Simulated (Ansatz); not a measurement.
This Ansatz (a quantum-chemistry and plane-wave program) input is the reference run, TiC in the rock salt structure (space group Fm-3m, No. 225; relaxed with 0.1 eV smearing), computed with LDA (Ansatz; PAW; 420 eV plane waves; no SOC):

Ansatz 0.2 input:
```yaml
crystal:
  lattice:
    - [0, 2.1304294152, 2.1304294152]
    - [2.1304294152, 0, 2.1304294152]
    - [2.1304294152, 2.1304294152, 0]
  atoms:
    - { symbol: Ti, position: [0, 0, 0] }
    - { symbol: C, position: [0.5, 0.5, 0.5] }
basis: { ecutwfc: 420, ecutrho_ratio: 4, xc_grid: 2, fft_grid_basis: typed }
kpoints: { mp_grid: { grid: [23, 23, 23] } }
hamiltonian:
  xc: lda
  dispersion: none
  pseudopotentials: { kind: paw }
scf: { occupations: { method: fermi_dirac, width: 0.1 } }
relax: { f_tol: 0.005, max_steps: 30, cell: { stress_tol: 0.01 } }
output: { forces: true, stress: true }
checkpoint: { write: state.ck, write_every: 1000 }
```

### Question
Write the input for this change: biaxial strain −1.25 %, plane normal [111], relaxed out of plane (Cartesian); in-plane vectors clamped, the third vector and the atoms free.

### Answer
Ansatz 0.2 input:
```yaml
crystal:
  lattice:
    - [2.9752639173, 0, 0]
    - [1.4876319586, 2.5766541353, 0]
    - [1.4876319586, -0.8588847118, 2.4754186288]
  atoms:
    - { symbol: Ti, position: [0, 0, 0] }
    - { symbol: C, position: [0, 0.5, 0.5] }
basis: { ecutwfc: 420, ecutrho_ratio: 4, xc_grid: 2, fft_grid_basis: typed }
kpoints: { mp_grid: { grid: [23, 23, 23] } }
hamiltonian:
  xc: lda
  dispersion: none
  pseudopotentials: { kind: paw }
scf: { occupations: { method: fermi_dirac, width: 0.1 } }
relax: { f_tol: 0.005, max_steps: 50, cell: { stress_tol: 0.01, fix: [a, b, gamma] } }
output: { forces: true, stress: true }
checkpoint: { write: state.ck, write_every: 1000 }
```
This is the input that was run; other choices of cell and start would serve too.

Stability against distortions was not tested. All final runs are without spin polarisation.
